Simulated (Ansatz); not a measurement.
# Nb3Ir: response to strain

The reference is Nb3Ir in the A15 (Cr3Si type) structure (space group Pm-3n, No. 223; a = 5.112 Å). Axes: x, y, z lie along the cube axes.

Strains are applied to the cell and any free atomic positions relax.

All numbers come from Kohn–Sham DFT with the PBEsol functional, run in Ansatz (an electronic-structure program) with PAW and 420 eV plane waves, no spin-orbit coupling.

Notes on the quantities. pressure: mean of the normal stresses, compression positive; energy relative to the base: free energy F.

```csv
case,volume per atom,pressure,energy relative to the base
base,16.69 Å³,0.0 GPa,0 meV/atom
tensor shear ε_xy = +2.90 %,16.68 Å³,0.3 GPa,+15 meV/atom
tensor shear ε_xy = +3.52 %,16.67 Å³,0.5 GPa,+22 meV/atom
tensor shear ε_xy = +3.02 %,16.68 Å³,0.4 GPa,+16 meV/atom
```

Without a gap, meshes like the base's 9×9×9 leave anisotropic stresses uncertain by several tenths of a GPa, and small strain energies with them. No phonon test of stability was made. All final runs are without spin polarisation.
